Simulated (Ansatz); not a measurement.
**What pressure 3 GPa does to NaCl**

Base system: NaCl in the rock salt structure (space group Fm-3m, No. 225; a = 5.601 Å).

It is then changed as follows: a hydrostatic pressure of 3 GPa.

Calculations: Ansatz (an electronic-structure program) PBEsol, no SOC. k-mesh 10×10×10 (Γ-centred); smearing 0.05 eV (Fermi–Dirac).

- Lattice parameter a: 5.431 Å (base 5.601 Å)
- Shortest interatomic distance: 2.715 Å (base 2.801 Å)
- Enthalpy H = E + PV relative to the base's energy: +0.39 eV/atom
- Band gap: 5.39 eV (base 5.01 eV)
- Gap character: direct at Γ (base direct at Γ)
- Mean gap deformation potential ΔEg/Δln V: -4.0 eV
- Electron mass: 0.38 mₑ (at Γ) (base 0.39 mₑ (at Γ))
- Hole mass (degenerate bands, along [100]): 0.55, 2.4, 2.4 mₑ (at Γ) (base 0.60, 2.7, 2.7 mₑ (at Γ))

Load acts through the strain it causes; cell and atoms are relaxed under it. Masses are band curvatures over ±0.01 Å⁻¹ around the edge. Stability against distortions was not tested.
